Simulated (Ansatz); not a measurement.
## Effect of biaxial strain +4.34 %, plane normal [111], relaxed out of plane on BN

Start from BN in the zinc blende structure (space group F-43m, No. 216; a = 3.606 Å). Axes: x, y, z lie along the cube axes.

It is then changed as follows: biaxial strain +4.34 %, plane normal [111], relaxed out of plane (Cartesian); in-plane vectors clamped, the third vector and the atoms free.

The values are results of PBEsol (Ansatz, a first-principles code), no SOC, not measurements. Settings: 16×16×16 k-points, 0.05 eV Fermi–Dirac smearing.

```json
[
 {"quantity": "space group", "base": "F-43m (No. 216)", "changed": "R3m (No. 160)", "shift": "–"},
 {"quantity": "shortest interatomic distance", "base": "1.561 Å", "changed": "1.553 Å", "shift": "-0.0088 Å"},
 {"quantity": "energy relative to the base (free energy F)", "base": "0 meV/atom", "changed": "+65 meV/atom", "shift": "+65 meV/atom"},
 {"quantity": "pressure (mean of the normal stresses, compression positive)", "base": "-0.01 GPa", "changed": "-25.07 GPa", "shift": "-25.06 GPa"},
 {"quantity": "band gap (an upper bound: an edge found on the path is not a true extremum; the changed cell)", "base": "4.30 eV", "changed": "4.07 eV", "shift": "-0.23 eV"},
 {"quantity": "out-of-plane strain", "base": "–", "changed": "-0.68 %", "shift": "–"},
 {"quantity": "ratio −ε⊥/ε∥", "base": "–", "changed": "0.16", "shift": "–"}
]
```

Stability against distortions was not tested.
